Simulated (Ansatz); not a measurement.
Take NbB$_{2}$ (space group P6/mmm, No. 191; relaxed with 0.1 eV smearing) as the base.

```xyz
3
Lattice="3.0959 0.0000 0.0000 -1.5480 2.6811 0.0000 0.0000 0.0000 3.2893" Properties=species:S:1:pos:R:3 pbc="T T T"
Nb     0.0000     0.0000     0.0000
B      0.0000     1.7874     1.6447
B      1.5480     0.8937     1.6447
```

Cartesian axes are those of the cell as printed.

Level of theory: PBEsol (Ansatz, an electronic-structure program), scalar-relativistic without spin-orbit coupling.

Base values:

Shortest interatomic distance: 1.787 Å
Pressure: 0.0 GPa

It is then changed as follows: uniaxial strain ε_yy = −4.40 %, all other strain components held at zero, atoms relaxed at fixed cell.

How does this affect the energy relative to the base, shortest interatomic distance and pressure?

The energy increases by 38 meV/atom; the shortest interatomic distance decreases by 0.0746 Å to 1.713 Å; the pressure (mean of the normal stresses, compression positive) goes from zero to 15.7 GPa.

No phonon test of stability was made. The final runs are not spin-polarised. An odd electron count without spin: NbB2.
